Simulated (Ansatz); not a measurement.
Hypothetical P4_2/mnm WTe2 under a change: isotropic strain +3.43 %

Take WTe₂ (space group P4_2/mnm, No. 136; a = 6.596 Å, c = 3.577 Å; a hypothetical phase, not in the database extracts checked) as the base.

One thing is altered: the cell is scaled by 1.0343 in all directions, atoms relaxed at fixed cell.

Method: PBEsol (Ansatz, a quantum-chemistry and plane-wave program), no SOC. Settings: 7×7×13 k-points, 0.05 eV Fermi–Dirac smearing.

Volume per atom: 28.70 Å³ (base 25.94 Å³)
Shortest interatomic distance: 2.748 Å (base 2.658 Å)
Energy relative to the base (free energy F): +74 meV/atom
Pressure (mean of the normal stresses, compression positive): -7.7 GPa (base 0.0 GPa)
Band gap: zero (base zero)

Final structure:

```
WTe2
1.0
    6.82255     0.00000     0.00000
    0.00000     6.82255     0.00000
    0.00000     0.00000     3.69991
W Te
2 4
Direct
  0.50000   0.50000   0.50000
  0.00000   0.00000   0.00000
  0.78933   0.78933   0.50000
  0.28933   0.71067   0.00000
  0.71067   0.28933   0.00000
  0.21067   0.21067   0.50000
```

Stability against distortions was not tested. The final runs are not spin-polarised. WTe2 has a high density of states at the Fermi level and may be magnetic at this level.
